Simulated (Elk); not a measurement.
**A series of runs on LiIn (Fd-3m, 4 atoms in the cell)**

```
LiIn
1.0
    0.00000     3.40749     3.40749
    3.40749     0.00000     3.40749
    3.40749     3.40749     0.00000
Li In
2 2
Direct
  0.00000   0.00000   0.00000
  0.25000   0.25000   0.25000
  0.50000   0.50000   0.50000
  0.75000   0.75000   0.75000
```

Base run A: LDA (PW92), all-electron FP-LAPW, Elk's shipped species files, default APW+lo basis run with Elk, self-consistent single point.

Its settings: xctype = 3; rgkmax = 7; stype = 1; swidth = 0.00999582 Ha; ngridk = 7 7 7.

The starting cell comes from a database of computed structures (which also holds hypothetical and non-ambient phases and stackings), without a prior relaxation at this level. Values depend on the basis (sphere radii, cutoffs, local orbitals), which need not be converged.

ΔE is the total energy (no entropy term) per atom less that of run A. 

Run A gave: k-points 20; basis size 345.

Runs:
- B: ngridk, vkloff = 4 4 4, default
- C: ngridk, vkloff = 4 4 4, 0.5 0.5 0.5
- D: ngridk, vkloff = 5 5 5, default
- E: ngridk, vkloff = 5 5 5, 0.5 0.5 0.5
- F: ngridk, vkloff = 6 6 6, default
- G: ngridk, vkloff = 6 6 6, 0.5 0.5 0.5
- H: ngridk, vkloff = 7 7 7, 0.5 0.5 0.5
- I: ngridk, vkloff = 7 7 7, 0 0 0.5

**Question.** What does run E change against A?

**Answer.** The total energy falls by 5.7 meV/atom.

**Question.** What does run F change against A?

**Answer.** The total energy goes up by 11.3 meV/atom.

**Question.** What does run B change against A?

**Answer.** The total energy goes up by 51.8 meV/atom.

```
run  ΔE (meV/atom)  k-points  basis size
---  -------------  --------  ----------
A             0.00        20         345
B             51.8         8         347
C             -2.0        10         339
D             24.3        10         339
E             -5.7        19         341
F             11.3        16         346
G             -9.9        28         341
H            -10.5        44         346
I            -10.5        44         346
```
